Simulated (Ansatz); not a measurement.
## Cu3SbS4 under a change: isotropic strain +1.50 %

Consider Cu3SbS4 (space group I-42m, No. 121; a = 5.3398 Å, c = 10.6351 Å).

One thing is altered: an isotropic linear strain of +1.50 %, atoms relaxed at fixed cell.

Calculations: Kohn–Sham DFT with the PBEsol functional, run in Ansatz (a first-principles code) with PAW and 420 eV plane waves, without spin-orbit coupling. k-mesh 12×12×12 (Γ-centred); smearing 0.05 eV (Fermi–Dirac).

```json
[
 {"quantity": "space group", "base": "I-42m (No. 121)", "changed": "I-42m (No. 121)", "shift": "–"},
 {"quantity": "shortest interatomic distance", "base": "2.260 Å", "changed": "2.295 Å", "shift": "+0.035 Å"},
 {"quantity": "energy relative to the base (free energy F)", "base": "0 meV/atom", "changed": "+9.2 meV/atom", "shift": "+9.2 meV/atom"},
 {"quantity": "pressure (mean of the normal stresses, compression positive)", "base": "0.0 GPa", "changed": "-3.3 GPa", "shift": "-3.3 GPa"},
 {"quantity": "band gap", "base": "zero", "changed": "zero", "shift": "–"}
]
```

Final structure:

```
CELL_PARAMETERS angstrom
     -2.70996     2.70996     5.39729
      2.70996    -2.70996     5.39729
      2.70996     2.70996    -5.39729
ATOMIC_POSITIONS crystal
  S  0.59954 0.59954 0.46637
  S  0.40046 0.86683 0.00000
  S  0.13317 0.13317 0.53363
  S  0.86683 0.40046 0.00000
  Sb 0.00000 0.00000 0.00000
  Cu 0.25000 0.75000 0.50000
  Cu 0.75000 0.25000 0.50000
  Cu 0.50000 0.50000 0.00000
```

With Sb present, leaving out spin-orbit coupling can change the band edges. Stability against distortions was not tested. All final runs are without spin polarisation.
